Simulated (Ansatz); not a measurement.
The reference is SiO₂ (space group P4_12_12, No. 92; a = 4.980 Å, c = 6.917 Å).

Level of theory: Ansatz (a quantum-chemistry and plane-wave program) r2SCAN, no spin-orbit coupling, earlier PAW set.

Base values:

| Property | Value |
|---|---|
| Valence-band top at Γ | 0.00, -0.31, -0.31 eV |
| Band gap | 6.35 eV |
| Electron mass | 0.53 mₑ (at Γ) |
| Gap character | direct at Γ |

Now apply this change: the cell is scaled by 0.9857 in all directions, atoms relaxed at fixed cell.

Problem. What does the calculation give for the valence-band top at Γ, band gap, electron mass and gap character after the change?

Solution. The valence-band top at Γ (three highest levels, from the VBM) changes from 0.00, -0.31, -0.31 eV to 0.00, -0.37, -0.37 eV; the band gap rises by 0.10 eV, from 6.35 eV to 6.45 eV; the electron mass becomes 0.52 mₑ (at Γ) (base: 0.53 mₑ (at Γ)); the gap character stays direct at Γ.

The cells carry an imposed strain or load. Effective masses come from finite differences of ±0.01 Å⁻¹. Stability against distortions was not tested.
